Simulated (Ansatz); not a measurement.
An Ansatz (an electronic-structure program) input (plane-wave PAW DFT at the PBEsol level (Ansatz, 420 eV), spin-orbit coupling left out):

Ansatz 0.2 input:
```yaml
crystal:
  lattice:
    - [2.9016352803, 0, 0]
    - [-1.4508176402, 2.5128898653, 0]
    - [0, 0, 4.7077831599]
  atoms:
    - { symbol: Ti, position: [0.6666666667, 0.3333333333, 0.75] }
    - { symbol: Ti, position: [0.3333333333, 0.6666666667, 0.25] }
basis: { ecutwfc: 420, ecutrho_ratio: 4, xc_grid: 2, fft_grid_basis: typed }
kpoints: { mp_grid: { grid: [23, 23, 13] } }
hamiltonian:
  xc: pbesol
  dispersion: none
  pseudopotentials: { kind: paw }
scf: { occupations: { method: fermi_dirac, width: 0.1 }, convergence: { dr2_threshold: 0.0000000002 } }
relax: { f_tol: 0.005, max_steps: 50 }
output: { forces: true, stress: true }
checkpoint: { write: state.ck, write_every: 1000 }
```

**Question.** Which symmetry and how many k-points will the program report, and about how many plane waves at Γ?

**Answer.** Space group P63/mmc (ITA 194) with 24 operations, k-points 392 of 6877, and 687 plane waves at Γ.

**Question.** And the final pressure?

**Answer.** -2.83 GPa (compression positive).

The cells carry an imposed strain or load. Whether these cells are dynamically stable was not tested. All final runs are without spin polarisation. The cell was made from Ti in the hcp (Mg type) structure (space group P6_3/mmc, No. 194) by this change: uniaxial strain ε_zz = +2.50 %.
